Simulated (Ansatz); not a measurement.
Hypothetical CsCl type LaAs: response to strain

The reference is LaAs in the CsCl type structure (space group Pm-3m, No. 221; a = 3.7429 Å; a hypothetical phase, not in the database extracts checked; relaxed with 0.1 eV smearing). Axes: x, y, z lie along the cube axes.

Strains are applied to the cell and any free atomic positions relax; under biaxial strain the out-of-plane vector relaxes too; under stress the whole cell relaxes.

Level of theory: plane-wave PAW DFT at the r2SCAN level (Ansatz, a first-principles code, 500 eV), no spin-orbit coupling.

Candidates:
(a) biaxial strain +3.27 %, plane normal [001], relaxed out of plane
(b) strain tensor (xx, yy, zz, yz, xz, xy) = (−1.16, +2.78, −2.01, +0.11, +0.46, +0.04) %
(c) uniaxial stress, 0.5 GPa compression along x

Notes on the quantities. energy relative to the base: free energy F.

Task: Order them by energy relative to the base, highest first.

Result: (a) biaxial strain +3.27 %, plane normal [001], relaxed out of plane (+25 meV/atom), (b) strain tensor (xx, yy, zz, yz, xz, xy) = (−1.16, +2.78, −2.01, +0.11, +0.46, +0.04) % (+11 meV/atom), (c) uniaxial stress, 0.5 GPa compression along x (+0.2 meV/atom)

Stability under load was not tested beyond the relaxation. The final runs are not spin-polarised.
